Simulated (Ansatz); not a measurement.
CuI under a change: biaxial strain +0.83 %, plane normal [111], relaxed out of plane

Consider CuI in the zinc blende structure (space group F-43m, No. 216; a = 6.023 Å). Axes: x, y, z lie along the cube axes.

Perturbation: tensile biaxial strain of 0.83 % in the plane normal to [111], as in epitaxy on a mismatched substrate; the out-of-plane cell vector and the atoms relax.

Computed with r2SCAN, PAW, 500 eV (Ansatz, an electronic-structure program; no spin-orbit coupling). k-mesh 10×10×10 (Γ-centred); smearing 0.05 eV (Fermi–Dirac).

| quantity | base | changed | shift |
|---|---|---|---|
| volume per atom | 27.31 Å³ | 27.59 Å³ | +0.28 Å³ |
| shortest interatomic distance | 2.608 Å | 2.614 Å | +0.006 Å |
| energy relative to the base (free energy F) | 0 meV/atom | +0.9 meV/atom | +0.9 meV/atom |
| pressure (mean of the normal stresses, compression positive) | 0.00 GPa | -0.44 GPa | -0.44 GPa |
| band gap | 1.67 eV | 1.63 eV | -0.04 eV |
| gap character | direct at Γ | direct at Γ | – |
| electron mass | 0.18 mₑ (at Γ) | 0.19 mₑ out of plane, 0.18 mₑ in plane (at Γ) | – |
| valence-band top at Γ (three highest levels, from the VBM) | 0.00, 0.00, 0.00 eV | 0.00, -0.02, -0.02 eV | – |
| valley order (the lowest conduction-band minima on the path, energy above the VBM, named in the base's zone) | Γ 1.67 eV; L along ⟨111⟩ 2.57 eV; X along ⟨100⟩ 2.90 eV | Γ 1.63 eV; L along [111] 2.45 eV; L along [1-1-1] 2.58 eV; X along [001] 2.90 eV | – |
| out-of-plane strain | – | -0.63 % | – |
| ratio −ε⊥/ε∥ | – | 0.76 | – |
| mean in-plane stress (compression positive) | – | -0.7 GPa | – |

Spin-orbit coupling, missing from the scalar runs, can matter with I. Effective masses come from finite differences of ±0.01 Å⁻¹. No phonon test of stability was made. All final runs are without spin polarisation. Labels are those of the standard path for the cell's own space group.
